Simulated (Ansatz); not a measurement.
## Carrier properties of AlN (P6_3mc)

Data:

```
CELL_PARAMETERS angstrom
      3.11376     0.00000     0.00000
     -1.55688     2.69659     0.00000
      0.00000     0.00000     4.98369
ATOMIC_POSITIONS crystal
  Al 0.66667 0.33333 0.49902
  Al 0.33333 0.66667 0.99902
  N  0.66667 0.33333 0.88098
  N  0.33333 0.66667 0.38098
```

These are PBEsol with spin-orbit coupling, rigid bands (plane waves, PAW; Ansatz, a program for electronic structure) values and carry that method's errors. How the cell was made: cell and atoms relaxed with PBEsol.

| Item | Value |
|---|---|
| band gap | 4.10 eV |
| electron conductivity mass (300 K, dilute) | 0.31 (x), 0.31 (y), 0.30 (z) mₑ |
| hole conductivity mass (300 K, dilute) | 3.7 (x), 3.7 (y), 0.41 (z) mₑ |
| effective density of states N_c (300 K) | 4.2e18 cm⁻³ |
| effective density of states N_v (300 K) | 5.9e19 cm⁻³ |
| density-of-states mass, electrons | 0.30 mₑ |
| density-of-states mass, holes | 1.77 mₑ |
| Seebeck coefficient, n-type 1e19 cm⁻³, 300 K | -156 μV/K |
| Seebeck coefficient, p-type 1e19 cm⁻³, 300 K | 373 μV/K |
| best p-type power factor at 300 K for τ = 10 fs (best axis; densities from 1e16 to 1e21 cm⁻³ tried, whether or not they can be reached) | 15.9 μW/(cm·K²) at 1e20 cm⁻³ |

Rigid bands; masses and Seebeck coefficients take one relaxation time τ for all states and one kind of carrier; polarons and phonon drag are left out.
